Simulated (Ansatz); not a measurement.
**Quick settings and what they miss: La₂Mg (R32, 6 atoms in the cell)**

Self-consistent single point.

```yaml
crystal:
  lattice:
    - [3.14590, 1.81629, 5.96507]
    - [-3.14590, 1.81629, 5.96507]
    - [0.00000, -3.63258, 5.96507]
  atoms:
    - { symbol: La, position: [0.00000, 0.67798, 0.32201] }
    - { symbol: La, position: [0.32201, 0.00000, 0.67798] }
    - { symbol: La, position: [0.67798, 0.32201, 0.00000] }
    - { symbol: La, position: [0.50000, 0.50000, 0.50000] }
    - { symbol: Mg, position: [0.83264, 0.83264, 0.83264] }
    - { symbol: Mg, position: [0.16736, 0.16736, 0.16736] }
```

Computed with PBEsol, default PAW files made with PBE (plane waves; Ansatz, an electronic-structure program).

Base settings: basis.ecutwfc = 30.9 Ry; kpoints.mp_grid.grid = 7 7 7; hamiltonian.xc = pbesol; hamiltonian.pseudopotentials = {kind: paw} (the program's default PAW files); scf.occupations.method = methfessel_paxton; scf.occupations.width = 0.0073 Ry.

Tight run (finer mesh or higher cutoff; not a proven limit): basis.ecutwfc: 30.9 Ry → 43.4 Ry; kpoints.mp_grid.grid: 7 7 7 → 10 10 10; scf.convergence.dr2_threshold: default (1e-07 eV) → 1e-09 eV. It gave Fermi level (on the code's own zero) 9.01 eV; pressure -2.70 GPa; largest force (vector length) 0.113 eV/Å.

Quick runs, as changes from the base:
- A: the base itself
- B: basis.ecutwfc: 30.9 Ry → 21.7 Ry; kpoints.mp_grid.grid: 7 7 7 → 4 4 4; hamiltonian.xc: pbesol → lda; scf.occupations.method: methfessel_paxton → cold; scf.occupations.width: 0.0073 Ry → 0.01 Ry; kpoints.mp_grid.shift: default → 0.5 0.5 0.5 [LDA (PW92)]
- C: basis.ecutwfc: 30.9 Ry → 24.6 Ry; kpoints.mp_grid.grid: 7 7 7 → 2 2 2; scf.occupations.method: methfessel_paxton → gaussian; scf.occupations.width: 0.0073 Ry → 0.0147 Ry; scf.convergence.dr2_threshold: default (1e-07 eV) → 0.0001 eV
- D: basis.ecutwfc: 30.9 Ry → 15.4 Ry; kpoints.mp_grid.grid: 7 7 7 → 4 4 4; scf.occupations.width: 0.0073 Ry → 0.01 Ry; kpoints.mp_grid.shift: default → 0.5 0.5 0.5; scf.convergence.dr2_threshold: default (1e-07 eV) → 0.001 eV
- E: basis.ecutwfc: 30.9 Ry → 15.4 Ry; kpoints.mp_grid.grid: 7 7 7 → 2 2 2; scf.convergence.dr2_threshold: default (1e-07 eV) → 0.001 eV
- F: basis.ecutwfc: 30.9 Ry → 24.6 Ry; kpoints.mp_grid.grid: 7 7 7 → 6 6 6; scf.occupations.method: methfessel_paxton → cold; scf.occupations.width: 0.0073 Ry → 0.0147 Ry; kpoints.mp_grid.shift: default → 0.5 0.5 0.5

Energies are extrapolated to zero smearing width, which holds to low order in the width alone.

Dashes: energy of B, another energy zero.

† marks runs with another functional, U, potentials or spin treatment: their distance from the tight run is not a convergence error alone.

The count of work is k-points × plane waves × bands × iterations; it is no time. 

Pressures in the table are Ansatz's without its Pulay estimate, at a fixed set of plane waves; the tight run's value above holds the estimate.

The starting cell comes from a database of computed structures (which also holds hypothetical and non-ambient phases and stackings), without a prior relaxation at this level. Its lattice was rescaled by a random factor within 2.5 % of one.

```csv
run,energy less tight (meV/atom),pressure less tight (GPa),largest miss in a force vector (eV/Å),count of work / tight
A,0.2,0.01,0.005,0.18
B†,–,-2.83,0.016,0.024
C,106.1,-0.18,0.217,0.0098
D,900.6,-18.97,0.032,0.0080
E,1009.4,-19.36,0.291,0.0040
F,6.1,-0.38,0.010,0.080
```

Among the runs at the tight run's level, the energy misses run from 0.2 to 1009.4 meV/atom.

Keys are those of Ansatz 0.2.
